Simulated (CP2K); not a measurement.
Input and output of a self-consistent single point for SiGe (P6_3mc, 4 atoms in the cell) (CP2K).

Level of theory: CP2K with PBEsol, GPW, DZVP-MOLOPT-SR-GTH basis, GTH-PBE potentials (GTH_POTENTIALS).

```xyz
4
Lattice="3.9045 0.0000 0.0000 -1.9522 3.3814 0.0000 0.0000 0.0000 6.4508" Properties=species:S:1:pos:R:3 pbc="T T T"
Si     1.9522     1.1271     5.6419
Si     0.0000     2.2542     2.4165
Ge     1.9522     1.1271     3.2279
Ge     0.0000     2.2542     0.0025
```

Reference input (self-consistent single point, DFT PBEsol, GPW, DZVP-MOLOPT-SR-GTH basis, GTH-PBE potentials (GTH_POTENTIALS)): CUTOFF = 400 Ry; REL_CUTOFF = 60 Ry; SMEAR/METHOD = FERMI_DIRAC; ELECTRONIC_TEMPERATURE = 232.09 K; KPOINTS/SCHEME = MONKHORST-PACK 10 10 5; GAMMA_CENTERED = T; XC_FUNCTIONAL = PBE:PBESOL; Si/BASIS_SET = DZVP-MOLOPT-SR-GTH-q4; Si/POTENTIAL = GTH-PBE-q4; Ge/BASIS_SET = DZVP-MOLOPT-SR-GTH-q4; Ge/POTENTIAL = GTH-PBE-q4; METHOD = GPW. This run's input differs from it in these lines:

```diff
@@ -39,3 +39,3 @@
     &KPOINTS
-      SCHEME MONKHORST-PACK 10 10 5
+      SCHEME MONKHORST-PACK 6 6 3
       GAMMA_CENTERED T
```

Log, with long lists cut:

```
 SCF WAVEFUNCTION OPTIMIZATION

  Step     Update method      Time    Convergence         Total energy    Change
     1 NoMix/Diag. 0.30E+00      -     0.93079742       -15.8410301109 -1.58E+01
     2 Broy./Diag. 0.30E+00      -     0.01320233       -15.7486239662  9.24E-02
     3 Broy./Diag. 0.30E+00      -     0.02194710       -15.6655173566  8.31E-02
     4 Broy./Diag. 0.30E+00      -     0.00536320       -15.6957974337 -3.03E-02
     5 Broy./Diag. 0.30E+00      -     0.00173814       -15.6912554219  4.54E-03
     6 Broy./Diag. 0.30E+00      -     0.00049455       -15.6859861896  5.27E-03
     7 Broy./Diag. 0.30E+00      -     0.00003652       -15.6846404603  1.35E-03
     8 Broy./Diag. 0.30E+00      -     0.00003088       -15.6847530241 -1.13E-04
     9 Broy./Diag. 0.30E+00      -     0.00000268       -15.6848204586 -6.74E-05
    10 Broy./Diag. 0.30E+00      -     0.00000178       -15.6848461110 -2.57E-05
    11 Broy./Diag. 0.30E+00      -     0.00000006       -15.6848502089 -4.10E-06
  *** SCF run converged in    11 steps ***

  Overlap energy of the core charge distribution:               0.00000000211309
  Self energy of the core charge distribution:                -37.23271325769705
  Core Hamiltonian energy:                                      8.28175717415904
  Hartree energy:                                              17.98374556898633
  Exchange-correlation energy:                                 -4.71763951461356
  Electronic entropic energy:                                  -0.00000018181006
  Fermi energy:                                                 0.19657448700420

  Total energy:                                               -15.68485020886211
  Total energy (extrapolated to T->0):                        -15.68485011795708

   [... lines left out ...]

 STRESS| Analytical stress tensor [bar]
 STRESS|                        x                   y                   z
 STRESS|      x        2.41945254953E+04   1.18001561323E+00  -4.94551038017E-08
 STRESS|      y        1.18001561323E+00   2.41958056892E+04  -3.75470372035E-03
 STRESS|      z       -4.94551038017E-08  -3.75470372035E-03   2.28801728314E+04
 STRESS| 1/3 Trace                                             2.37568346720E+04
```

The run converged in 11 iterations. Against the reference run the free energy rises by 11.5 meV/atom, the pressure moves little (2.34 to 2.38 GPa), the largest force moves little (0.025 to 0.022 eV/Å) and the gap on the mesh moves little (0.329 to 0.325 eV).

The starting cell comes from a database of computed structures (which also holds hypothetical and non-ambient phases and stackings), without a prior relaxation at this level. Values carry the incompleteness of an atom-centred basis. The potentials were made for another functional than the one used.
